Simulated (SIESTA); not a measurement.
# A self-consistent single point of Mo (Im-3m, 1 atom in the cell) with SIESTA

Method: LDA PW92, numerical atomic orbitals DZP, PseudoDojo LDA standard norm-conserving potentials (rewritten from UPF to PSML) run with SIESTA 5.4.2.

This input was run:

```
# files in the folder: Mo.psml (PseudoDojo LDA standard)
SystemName  Mo
SystemLabel mo

NumberOfAtoms                1
NumberOfSpecies              1
%block ChemicalSpeciesLabel
  1 42 Mo
%endblock ChemicalSpeciesLabel
LatticeConstant              2.714340 Ang
%block LatticeVectors
    -0.577350295    0.577350295    0.577350295
     0.577350295   -0.577350295    0.577350295
     0.577350295    0.577350295   -0.577350295
%endblock LatticeVectors
AtomicCoordinatesFormat      ScaledCartesian
%block AtomicCoordinatesAndAtomicSpecies
     0.000000000    0.000000000    0.000000000  1
%endblock AtomicCoordinatesAndAtomicSpecies

XC.functional                LDA
XC.authors                   PW92
PAO.BasisSize                DZP
PAO.EnergyShift              0.01 Ry
MeshCutoff                   350 Ry
%block kgrid.MonkhorstPack
    8   0   0  0.0
    0   8   0  0.0
    0   0   8  0.0
%endblock kgrid.MonkhorstPack
OccupationFunction           FD
ElectronicTemperature        1160.45 K

MaxSCFIterations             150
SCF.Mixer.Method             Pulay
SCF.Mixer.Weight             0.1
SCF.Mixer.History            8
SCF.DM.Tolerance             1.0E-05
Diag.ParallelOverK           true
WriteForces                  true
Charge.Mulliken              end
```

Output (repeated stretches shortened):

```
reinit: Reading from file input.fdf

reinit: System Name: Mo
reinit: System Label: mo

coor:   Atomic-coordinates input format  =     Cartesian coordinates
coor:                                          (in units of alat)

siesta: Atomic coordinates (Bohr) and species
siesta:      0.00000   0.00000   0.00000  1        1

siesta: System type = bulk

initatomlists: Number of atoms, orbitals, and projectors:      1    19    18

siesta: ******************** Simulation parameters ****************************
redata: Spin configuration                          = none
redata: Time-Reversal Symmetry                      = T
redata: Number of Atomic Species                    =        1
redata: Mesh Cutoff                                 =   350.0000 Ry
redata: Net charge of the system                    =     0.0000 |e|
redata: Min. number of SCF Iter                     =        0
redata: Max. number of SCF Iter                     =      150
redata: SCF convergence failure will abort job
redata: SCF mix quantity                            = Hamiltonian
redata: Mix DM or H after convergence               =   F
redata: Recompute H after scf cycle                 =   F
redata: Mix DM in first SCF step                    =   T
redata: No kicks to SCF
redata: DM Mixing Weight for Kicks                  =     0.5000
redata: Require Harris convergence for SCF          =   F
redata: Harris energy tolerance for SCF             =     0.000100 eV
redata: Require DM convergence for SCF              =   T
redata: DM tolerance for SCF                        =     0.000010
redata: Require EDM convergence for SCF             =   F
redata: EDM tolerance for SCF                       =     0.001000 eV
redata: Require H convergence for SCF               =   T
redata: Hamiltonian tolerance for SCF               =     0.001000 eV
redata: Require (free) Energy convergence for SCF   =   F
redata: (free) Energy tolerance for SCF             =     0.000100 eV
redata: Using DFT-D3 dispersion                     =   F
redata: Using Saved Data (generic)                  =   F
redata: Method of Calculation                       = Diagonalization
redata: Electronic Temperature                      =  1160.4500 K
redata: Number of TDED substeps                     =        3
redata: Dynamics option                             = Single-point calculation
redata: Save all siesta data in one NC              =   F
redata: ***********************************************************************

%block SCF.Mixers
  Pulay
%endblock SCF.Mixers

%block SCF.Mixer.Pulay
  # Mixing method
  method pulay
  variant stable

  # Mixing options
  weight 0.1000
  weight.linear 0.1000
  history 8
%endblock SCF.Mixer.Pulay

DM_history_depth set to one: no extrapolation allowed by default for geometry relaxation
Size of DM history Fstack: 1
Total number of electrons:    14.000000
Total ionic charge:    14.000000

* ProcessorY, Blocksize:    1  20

* Orbital distribution balance (max,min):    19    19

k-point displ. along   1 input, could be:     0.00    0.50
k-point displ. along   2 input, could be:     0.00    0.50
k-point displ. along   3 input, could be:     0.00    0.50
 Kpoints in:          320 . Kpoints trimmed:          296

siesta: k-grid: Number of k-points = 296
siesta: k-points from Monkhorst-Pack grid
siesta: k-cutoff (effective) =    10.857 Ang
siesta: k-point supercell and displacements
siesta: k-grid:     8     0     0      0.000
siesta: k-grid:     0     8     0      0.000
siesta: k-grid:     0     0     8      0.000

diag: Algorithm                                     = D&C
diag: Parallel over k                               =   F
diag: Use parallel 2D distribution                  =   F
diag: Parallel block-size                           = 20
diag: Parallel distribution                         =     1 x     1
diag: Used triangular part                          = Lower
diag: Absolute tolerance                            =  0.100E-15
diag: Orthogonalization factor                      =  0.100E-05
diag: Memory factor                                 =  1.0000

superc: Internal auxiliary supercell:     9 x     9 x     9  =     729
superc: Number of atoms, orbitals, and projectors:    729  13851  13122

                        Single-point calculation

superc: Internal auxiliary supercell:     9 x     9 x     9  =     729
superc: Number of atoms, orbitals, and projectors:    729  13851  13122

outcell: Unit cell vectors (Ang):
       -1.567125    1.567125    1.567125
        1.567125   -1.567125    1.567125
        1.567125    1.567125   -1.567125

outcell: Cell vector modules (Ang)   :    2.714340    2.714340    2.714340
outcell: Cell angles (23,13,12) (deg):    109.4712    109.4712    109.4712
outcell: Cell volume (Ang**3)        :     15.3947
new_DM -- step:     1
Initializing Density Matrix...

Attempting to read DM from file... Failed...
DM filled with atomic data:

InitMesh: MESH = 30 x 30 x 30 = 27000
InitMesh: Mesh cutoff (required, used) =   350.000   506.416 Ry

stepf: Fermi-Dirac step function

        iscf     Eharris(eV)        E_KS(eV)     FreeEng(eV)     dDmax    Ef(eV) dHmax(eV)
   scf:    1    -1905.481963    -1912.752265    -1912.763116  0.507287 -2.463721  6.496044
   scf:    2    -1913.530748    -1913.149319    -1913.161361  0.091946 -2.704189  5.387384
   scf:    3    -1914.483433    -1914.037442    -1914.065861  0.369880 -3.734181  0.235231
   scf:    4    -1914.027725    -1914.035848    -1914.062685  0.036160 -3.622100  0.424472
   scf:    5    -1914.042957    -1914.040447    -1914.068161  0.022289 -3.716679  0.030930
   scf:    6    -1914.040384    -1914.040420    -1914.068189  0.001336 -3.721176  0.006426
   scf:    7    -1914.040404    -1914.040412    -1914.068190  0.000283 -3.722899  0.000480
mix: Pulay -- inversion failed, > SVD [rank/size] 3 / 6
   scf:    8    -1914.040411    -1914.040412    -1914.068190  0.000016 -3.722960  0.000181
mix: Pulay -- inversion failed, > SVD [rank/size] 3 / 7
   scf:    9    -1914.040411    -1914.040412    -1914.068190  0.000002 -3.722968  0.000150

SCF Convergence by DM+H criterion
max |DM_out - DM_in|         :     0.0000016692
max |H_out - H_in|      (eV) :     0.0001496111
SCF cycle converged after 9 iterations

Using DM_out to compute the final energy and forces

siesta: E_KS(eV) =            -1914.0404

siesta: E_KS - E_eggbox =     -1914.0404

siesta: Atomic forces (eV/Ang):
     1    0.000000   -0.000000    0.000000
   Tot    0.000000   -0.000000    0.000000
   Max    0.000000
   Res    0.000000    sqrt( Sum f_i^2 / 3N )
   Max    0.000000    constrained

Stress tensor Voigt[x,y,z,yz,xz,xy] (kbar):       68.07       68.07       68.07       -0.00       -0.00       -0.00
(Free)E + p*V (eV/cell)    -1914.7223
Target enthalpy (eV/cell)    -1914.0682

siesta: Program's energy decomposition (eV):
siesta: Ebs     =      -401.758981
siesta: Eions   =      3397.485149
siesta: Ena     =       889.346059
siesta: Ekin    =       603.534781
siesta: Enl     =       232.620844
siesta: Eso     =         0.000000
siesta: Edftu   =         0.000000
siesta: DEna    =        35.581590
siesta: DUscf   =         1.384551
siesta: DUext   =         0.000000
siesta: Ex      =      -251.086756
siesta: Ec      =       -27.936332
siesta: Exc     =      -279.023088
siesta: Eharris =     -1914.040411
siesta: Etot    =     -1914.040412
siesta: FreeEng =     -1914.068190

siesta: Stress tensor (static) (eV/Ang**3):
siesta:     0.042488   -0.000000   -0.000000
siesta:    -0.000000    0.042488   -0.000000
siesta:    -0.000000   -0.000000    0.042488

siesta: Cell volume =         15.394689 Ang**3

siesta: Pressure (static):
siesta:                Solid            Molecule  Units
siesta:          -0.00046275         -0.00046275  Ry/Bohr**3
siesta:          -0.04248814         -0.04248814  eV/Ang**3
siesta:         -68.07351116        -68.07351116  kBar

mulliken: Atomic and Orbital Populations:

Species: Mo
Atom  Qatom  Qorb
               4s      5s      5s      4py     4pz     4px     5py     5pz
               5px     4dxy    4dyz    4dz2    4dxz    4dx2-y2 4dxy    4dyz
               4dz2    4dxz    4dx2-y2
   1 14.000   1.822   0.297   0.312   1.923   1.923   1.923   0.317   0.317
              0.317   1.059   1.059   0.837   1.059   0.837   0.015   0.015

             -0.024   0.015  -0.024

mulliken: Qtot =       14.000

Mulliken Atomic Populations:
Atom #   charge [q] valence [e]  Species
     1     0.000000   14.000000  Mo
 Total     0.000000
```

The run converged in 9 iterations.

The starting cell has typed, rounded lattice constants, without a prior relaxation at this level. Its lattice was rescaled by up to half a per cent. Spin polarisation is off. Values carry the incompleteness of an atom-centred basis. With a pressure of about -7 GPa the cell is away from its equilibrium volume at this level.
